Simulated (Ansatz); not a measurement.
Start from Ti in the hcp (Mg type) structure (space group P6_3/mmc, No. 194; a = 2.936 Å, c = 4.637 Å).

Structures relaxed with r2SCAN/PAW in Ansatz (a quantum-chemistry and plane-wave program), without spin-orbit coupling, earlier PAW set.

Base:

Simulated powder pattern, Cu Kα1, λ = 1.54056 Å (kinematic, ideal powder, no thermal factors, no anomalous dispersion; the 14 strongest lines at most, above 2 %, up to 2θ = 90°):

```json
[
 {"2θ (°)": "35.27", "I/Imax (%)": "25", "hkl": "(100)"},
 {"2θ (°)": "38.81", "I/Imax (%)": "25", "hkl": "(002)"},
 {"2θ (°)": "40.42", "I/Imax (%)": "100", "hkl": "(101)"},
 {"2θ (°)": "53.43", "I/Imax (%)": "14", "hkl": "(102)"},
 {"2θ (°)": "63.29", "I/Imax (%)": "15", "hkl": "(110)"},
 {"2θ (°)": "71.35", "I/Imax (%)": "15", "hkl": "(103)"},
 {"2θ (°)": "74.58", "I/Imax (%)": "2.2", "hkl": "(200)"},
 {"2θ (°)": "76.78", "I/Imax (%)": "16", "hkl": "(112)"},
 {"2θ (°)": "77.83", "I/Imax (%)": "12", "hkl": "(201)"},
 {"2θ (°)": "83.28", "I/Imax (%)": "2.2", "hkl": "(004)"},
 {"2θ (°)": "87.41", "I/Imax (%)": "2.9", "hkl": "(202)"}
]
```

Perturbation: full substitution Ti → Zr; the structure is relaxed again.

**Question.** Predict the new powder pattern.

**Answer.** 
Simulated powder pattern, Cu Kα1, λ = 1.54056 Å (kinematic, ideal powder, no thermal factors, no anomalous dispersion; the 14 strongest lines at most, above 2 %, up to 2θ = 90°):

| 2θ (°) | I/Imax (%) | hkl |
|---|---|---|
| 31.81 | 24 | (100) |
| 34.80 | 25 | (002) |
| 36.38 | 100 | (101) |
| 47.86 | 15 | (102) |
| 56.67 | 18 | (110) |
| 63.43 | 19 | (103) |
| 66.47 | 2.8 | (200) |
| 68.25 | 21 | (112) |
| 69.23 | 15 | (201) |
| 73.47 | 2.8 | (004) |
| 77.27 | 3.6 | (202) |
| 82.28 | 3.1 | (104) |

The indices refer to each structure's own conventional cell; one index is shown for lines that coincide.

No phonon test of stability was made. All final runs are without spin polarisation.
